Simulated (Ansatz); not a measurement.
The starting structures come from a database of crystals and need not be the phases stable at ambient conditions.

 Where the default PAW files enter, the runs use the earlier of Ansatz's two default sets.

```xyz
6
Lattice="4.9546 0.0000 0.0000 0.0000 4.9546 0.0000 2.4773 -2.4773 3.6557" Properties=species:S:1:pos:R:3 pbc="T T T"
Si     0.0000     0.0000     0.0000
Si     2.4773     0.0000     1.8278
O      3.7159     0.4796     0.9139
O      2.9568    -1.2386     2.7418
O      1.2386    -0.4796     0.9139
O      1.9977     1.2386     2.7418
```

Space group of this cell: I-42d. The cell is taken as given.

The numbers are results of r2SCAN (plane waves, PAW; Ansatz, an electronic-structure program), not measurements.

The current runs along the normal of the first two printed vectors; no spin-orbit coupling. Scaled by the factor s: all lengths (ions clamped). Meshes 8×8×8 and 6×6 across the current in all rows.

| s | mean pressure (GPa) | band gap (eV) |
|---|---|---|
| 0.98 | 11.7 | ? |
| 1.00 | 0.1 | 6.55 |
| 1.02 | -8.9 | 6.22 |

Problem. Take the slope of the band gap against ln s from the two given rows, extrapolate to s = 0.98, and say what the run there gives.

Solution. Slope = (6.22 − 6.55) / ln 1.02 = -16.7 eV. The line gives 6.55 + (-16.7) × ln 0.98 = 6.89 eV. The run gives 6.83 eV, 0.06 eV under the line, 17 % of the predicted step.
